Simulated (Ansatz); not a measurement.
Pressure series in SrZrO3

Take SrZrO3 in the cubic perovskite structure (space group Pm-3m, No. 221; a = 4.130 Å) as the base.

Cell and atoms are relaxed at each pressure.

Level of theory: PBEsol (Ansatz, a program for electronic structure), no SOC.

Candidates:
(a) pressure 10 GPa
(b) pressure 5 GPa
(c) pressure 1.5 GPa

Base values:

| Quantity | Result |
|---|---|
| Band gap | 3.31 eV |

**Question.** Order them by band gap, highest first.

**Answer.** (a) pressure 10 GPa (3.41 eV), (b) pressure 5 GPa (3.36 eV), (c) pressure 1.5 GPa (3.32 eV)

Load acts through the strain it causes; cell and atoms are relaxed under it. No phonon test of stability was made. No other phases were tried under pressure. Many cubic perovskites are stable only at high temperature; tilts and polar distortions were not tested.
